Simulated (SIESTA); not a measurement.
**Convergence study of shifted k-point meshes for Ti (P-3m1, 2 atoms in the cell)**

```
CELL_PARAMETERS angstrom
      1.46762    -2.54200     0.00000
      1.46762     2.54200     0.00000
      0.00000     0.00000     4.65660
ATOMIC_POSITIONS crystal
  Ti 0.33333 0.66667 0.26074
  Ti 0.66667 0.33333 0.75000
```

Method of the run: LDA PW92, numerical atomic orbitals DZP, PseudoDojo LDA standard norm-conserving potentials (rewritten from UPF to PSML) (SIESTA).

Base settings: XC.functional = LDA; XC.authors = PW92; potentials = PseudoDojo LDA standard; PAO.BasisSize = DZP; PAO.EnergyShift = 0.01 Ry; MeshCutoff = 350 Ry; kgrid.MonkhorstPack = 6 6 3; OccupationFunction = FD; ElectronicTemperature = 100 meV; MaxSCFIterations = 150.

Only quantities that move along the ladder and can be compared are tabulated.

The starting cell has typed, rounded lattice constants, without a prior relaxation at this level. Its lattice was rescaled by up to half a per cent. One atom was moved a little off its site on purpose. Spin polarisation is off. Values carry the incompleteness of an atom-centred basis. In the base run, with a pressure of about -10 GPa the cell is away from its equilibrium volume at this level. Without a gap this mesh is coarse (it stands for a supercell whose shortest vector is 14 Å).

Steps (kgrid.MonkhorstPack): 2 2 1 shifted by 0.5 0.5 0.5; 2 2 2 shifted by 0.5 0.5 0.5; 3 3 2 shifted by 0.5 0.5 0.5; 4 4 2 shifted by 0.5 0.5 0.5; 4 4 3 shifted by 0.5 0.5 0.5; 5 5 3 shifted by 0.5 0.5 0.5; 6 6 3 shifted by 0.5 0.5 0.5; 6 6 4 shifted by 0.5 0.5 0.5; 7 7 4 shifted by 0.5 0.5 0.5; 8 8 5 shifted by 0.5 0.5 0.5; 9 9 5 shifted by 0.5 0.5 0.5; 10 10 6 shifted by 0.5 0.5 0.5; 11 11 6 shifted by 0.5 0.5 0.5; 12 12 7 shifted by 0.5 0.5 0.5; 14 14 8 shifted by 0.5 0.5 0.5; 15 15 8 shifted by 0.5 0.5 0.5; 17 17 9 shifted by 0.5 0.5 0.5; 18 18 10 shifted by 0.5 0.5 0.5; 20 20 11 shifted by 0.5 0.5 0.5; 23 23 13 shifted by 0.5 0.5 0.5; 25 25 14 shifted by 0.5 0.5 0.5; 28 28 15 shifted by 0.5 0.5 0.5; 31 31 17 shifted by 0.5 0.5 0.5; 34 34 19 shifted by 0.5 0.5 0.5; 42 42 23 shifted by 0.5 0.5 0.5.

### Question
What is the coarsest kgrid.MonkhorstPack that holds the pressure within 0.2 GPa of the last step, with all finer ones?

### Answer
6 6 4 shifted by 0.5 0.5 0.5; the step before is off by 0.38 GPa.

### Question
What is the coarsest kgrid.MonkhorstPack that holds the forces within 0.005 eV/Å of the last step, with all finer ones?

### Answer
10 10 6 shifted by 0.5 0.5 0.5; the step before is off by 0.006 eV/Å.

### Question
What is the coarsest kgrid.MonkhorstPack that holds the free energy within 5 meV/atom of the last step, with all finer ones?

### Answer
6 6 4 shifted by 0.5 0.5 0.5; the step before is off by 6.1 meV/atom.

```tsv
kgrid.MonkhorstPack	free energy less the last step's (meV/atom)	pressure (GPa)	largest difference of a force vector from the last step's (eV/Å)
2 2 1 shifted by 0.5 0.5 0.5	650.26	0.86	1.192
2 2 2 shifted by 0.5 0.5 0.5	141.91	-6.12	0.073
3 3 2 shifted by 0.5 0.5 0.5	-36.12	-10.30	0.168
4 4 2 shifted by 0.5 0.5 0.5	-38.70	-10.44	0.017
4 4 3 shifted by 0.5 0.5 0.5	-5.78	-10.87	0.023
5 5 3 shifted by 0.5 0.5 0.5	-3.07	-10.81	0.003
6 6 3 shifted by 0.5 0.5 0.5	-6.08	-10.93	0.020
6 6 4 shifted by 0.5 0.5 0.5	0.70	-10.53	0.020
7 7 4 shifted by 0.5 0.5 0.5	1.88	-10.55	0.013
8 8 5 shifted by 0.5 0.5 0.5	-0.38	-10.58	0.010
9 9 5 shifted by 0.5 0.5 0.5	-0.54	-10.56	0.006
10 10 6 shifted by 0.5 0.5 0.5	0.11	-10.55	0.003
11 11 6 shifted by 0.5 0.5 0.5	0.07	-10.57	0.000
12 12 7 shifted by 0.5 0.5 0.5	-0.01	-10.56	0.001
14 14 8 shifted by 0.5 0.5 0.5	-0.02	-10.56	0.000
15 15 8 shifted by 0.5 0.5 0.5	0.00	-10.56	0.000
17 17 9 shifted by 0.5 0.5 0.5	0.01	-10.56	0.000
18 18 10 shifted by 0.5 0.5 0.5	-0.01	-10.56	0.000
20 20 11 shifted by 0.5 0.5 0.5	0.00	-10.56	0.000
23 23 13 shifted by 0.5 0.5 0.5	0.00	-10.56	0.000
25 25 14 shifted by 0.5 0.5 0.5	0.00	-10.56	0.000
28 28 15 shifted by 0.5 0.5 0.5	0.00	-10.56	0.000
31 31 17 shifted by 0.5 0.5 0.5	0.00	-10.56	0.000
34 34 19 shifted by 0.5 0.5 0.5	0.00	-10.56	0.000
42 42 23 shifted by 0.5 0.5 0.5	0.00	-10.56	0.000
```
